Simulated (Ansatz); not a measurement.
Take Ga2O3 in the corundum structure (space group R-3c, No. 167; a = 4.985 Å, c = 13.442 Å (hexagonal axes)) as the base. Axes: x lies along a and z along c of the hexagonal cell.

Computed with r2SCAN/PAW in Ansatz (a first-principles code), no SOC.

Before the change:

| Quantity | Value |
|---|---|
| Pressure | 0.0 kbar |

The change: uniaxial strain ε_yy = +2.27 %, all other strain components held at zero; the atoms relax in the strained cell.

Problem. Predict the new pressure.

Solution. The pressure (mean of the normal stresses, compression positive) goes from zero to -51.8 kbar.

No phonon test of stability was made.
